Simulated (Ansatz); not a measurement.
Take W in the bcc (W type) structure (space group Im-3m, No. 229; a = 3.169 Å; relaxed with 0.1 eV smearing) as the base. Axes: x, y, z lie along the cube axes.

Method: DFT with r2SCAN, PAW potentials and a 500 eV plane-wave cutoff in Ansatz (a quantum-chemistry and plane-wave program), without spin-orbit coupling.

Base values:

The shortest interatomic distance comes out as 2.744 Å.

Now apply this change: biaxial strain −2.50 %, plane normal [111], relaxed out of plane (Cartesian); in-plane vectors clamped, the third vector and the atoms free.

Predict the new shortest interatomic distance, energy relative to the base and ratio −ε⊥/ε∥.

The shortest interatomic distance decreases by 0.053 Å (2.744 Å → 2.691 Å); the energy increases by 36 meV/atom; the ratio −ε⊥/ε∥ comes out as 0.95.

No phonon test of stability was made. The final runs are not spin-polarised.
